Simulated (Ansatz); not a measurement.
# C: response to strain

The reference is C in the diamond structure (space group Fd-3m, No. 227; a = 3.5317 Å). Axes: x, y, z lie along the cube axes.

Strains are applied to the cell and any free atomic positions relax.

The values are results of Ansatz (an electronic-structure program) LDA, no spin-orbit coupling, not measurements.

Notes on the quantities. energy relative to the base: free energy F.

```json
[
 {"uniaxial strain ε_zz (%)": "-3", "energy relative to the base (meV/atom)": "17.6"},
 {"uniaxial strain ε_zz (%)": "-2.5", "energy relative to the base (meV/atom)": "?"},
 {"uniaxial strain ε_zz (%)": "-2", "energy relative to the base (meV/atom)": "7.8"},
 {"uniaxial strain ε_zz (%)": "-1.5", "energy relative to the base (meV/atom)": "4.4"},
 {"uniaxial strain ε_zz (%)": "-1", "energy relative to the base (meV/atom)": "1.9"},
 {"uniaxial strain ε_zz (%)": "-0.5", "energy relative to the base (meV/atom)": "0.5"},
 {"uniaxial strain ε_zz (%)": "0", "energy relative to the base (meV/atom)": "0.0"}
]
```

Fit ΔE = Aε² + Bε³ (ε in %) to the rows shown and predict the withheld row.

Least squares on the printed values gives A = 1.94 and B = -0.0062 meV/atom (largest residual 0.0 meV/atom); this predicts 12.2 meV/atom, and the run gives 12.2 meV/atom, in agreement.

Stability against distortions was not tested.
